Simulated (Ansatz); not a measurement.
## WC, pressure series

Take WC (space group P-6m2, No. 187; a = 2.922 Å, c = 2.847 Å) as the base.

Cell and atoms are relaxed at each pressure.

Level of theory: PBE (Ansatz, a quantum-chemistry and plane-wave program, PAW, no spin-orbit coupling).

Notes on the quantities. enthalpy: H = E + PV relative to the base's energy.

```json
[
 {"change": "base", "enthalpy": "–", "shortest interatomic distance": "2.207 Å"},
 {"change": "pressure −2 GPa", "enthalpy": "-0.13 eV/atom", "shortest interatomic distance": "2.211 Å"},
 {"change": "pressure −1 GPa", "enthalpy": "-0.07 eV/atom", "shortest interatomic distance": "2.209 Å"},
 {"change": "pressure 0.9 GPa", "enthalpy": "+0.06 eV/atom", "shortest interatomic distance": "2.206 Å"},
 {"change": "pressure 2.1 GPa", "enthalpy": "+0.14 eV/atom", "shortest interatomic distance": "2.203 Å"},
 {"change": "pressure 4.5 GPa", "enthalpy": "+0.29 eV/atom", "shortest interatomic distance": "2.199 Å"},
 {"change": "pressure 9 GPa", "enthalpy": "+0.58 eV/atom", "shortest interatomic distance": "2.191 Å"},
 {"change": "pressure 15 GPa", "enthalpy": "+0.97 eV/atom", "shortest interatomic distance": "2.181 Å"},
 {"change": "pressure 22.5 GPa", "enthalpy": "+1.44 eV/atom", "shortest interatomic distance": "2.170 Å"},
 {"change": "pressure 30 GPa", "enthalpy": "+1.90 eV/atom", "shortest interatomic distance": "2.159 Å"}
]
```

Load acts through the strain it causes; cell and atoms are relaxed under it. Stability against distortions was not tested. No other phases were tried under pressure. All final runs are without spin polarisation.
